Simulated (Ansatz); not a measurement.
Here is the system:

Host crystal: corundum, with a band gap (PBE, scalar-relativistic without spin-orbit coupling).

End structure of NH2 on the 1x1 (0001) surface of corundum (cut with top plane Al), one in a 1x1 cell, started at the site 'over Al at depth 1.2 Å':

```xyz
23
Lattice="4.8088 0.0000 0.0000 -2.4044 4.1645 0.0000 0.0000 0.0000 27.5000" Properties=species:S:1:pos:R:3 pbc="T T T"
Al     2.4044     1.3882    10.3794
O      1.5165     2.8397    10.4714
O     -0.8131     4.0580    10.4714
O     -0.7034     1.4313    10.4714
Al     0.0000     0.0000    11.3378
Al     0.0000     2.7763    11.6260
O      0.7586     1.2920    12.6382
O     -1.6648     2.8615    12.6382
O      3.3105     0.0110    12.6382
Al     2.4001     1.3838    13.5349
Al     0.0110     0.0015    13.9855
O      3.9076     1.4061    14.8488
O      1.6599     2.6884    14.8399
O      1.6719     0.1145    14.8432
Al     0.0088     2.8005    15.8655
Al     2.4015     1.4740    16.1462
O      0.8145     4.1914    16.9148
O      0.8409     1.5293    17.0460
O     -1.4898     2.7916    17.0158
Al     0.0614     0.0536    17.5543
N      2.0181     4.1557    19.3816
H      1.6237     3.3038    19.7810
H      1.6170     4.9613    19.8618
```

Slab: 23 atoms, 6.7 Å thick at the start under the adsorbate (thin: gaps and levels are the slab's own); k 6x6x1, smearing 0.01 eV, dipole-corrected; single point; no symmetry held, on the structure that PBE left; spin-polarised, ending with about 1.0 μB a cell; orders that need a larger cell were not tried, no spin-orbit, no U, no dispersion correction. The program's check for a lower electronic state was not made. It is one chosen start, not shown to be the lowest state of the adsorbate.

A negative adsorption energy means that the adsorbate is more stable on the surface than in its reference.

What adsorption energy against NH3(g) − ½ H2(g) at the same level does r2SCAN, at the PBE geometry and the start's symmetry run with Ansatz (an electronic-structure program) give?

1.06 eV

Give the gap of the slab on its k-mesh at the level r2SCAN, at the PBE geometry and the start's symmetry.

0.35 eV

What change of the step from the bottom to the top vacuum level, against the clean slab does r2SCAN, at the PBE geometry and the start's symmetry give?

-2.01 eV

Estimate the highest filled level below the top vacuum level that r2SCAN, at the PBE geometry and the start's symmetry returns for this input.

4.82 eV
